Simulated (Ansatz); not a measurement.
Work function of faces of tetragonal indium in PBE and in r2SCAN, in Ansatz (plane waves, PAW). Symmetric slabs relaxed with PBE from ideal cuts in 1x1 cells (the lowest computed cut and spin start of each face; real faces may reconstruct in larger cells); r2SCAN values are single points on them, with the bulk at the same level. No spin-orbit coupling, no U.

```tsv
face	PBE (eV)	r2SCAN (eV)
(001)	3.85	3.99
(100)	3.85	3.97
(101)	3.85	3.93
(102)	3.79	3.91
(103)	3.87	4.00
(110)	3.87	4.02
(112)	3.86	3.98
(201)	3.78	3.89
(203)	3.80	?
```

### Question
Fit a straight line y = a·x + b by least squares to the 8 complete rows (x: PBE (eV); y: r2SCAN (eV)).

### Answer
the means are x̄ = 3.8400 and ȳ = 3.9613; Σ(x − x̄)² = 0.0086000 and Σ(x − x̄)(y − ȳ) = 0.010200, so a = 1.186 and b = ȳ − a·x̄ = -0.593. The largest residual is 0.043.

### Question
What does the line predict for the withheld row, (203), and what did the calculation give?

### Answer
the line gives 3.91; the calculation gave 3.91, a miss of 0.00, of the size of the fitted rows' scatter and rounding.

Ansatz is a first-principles code.
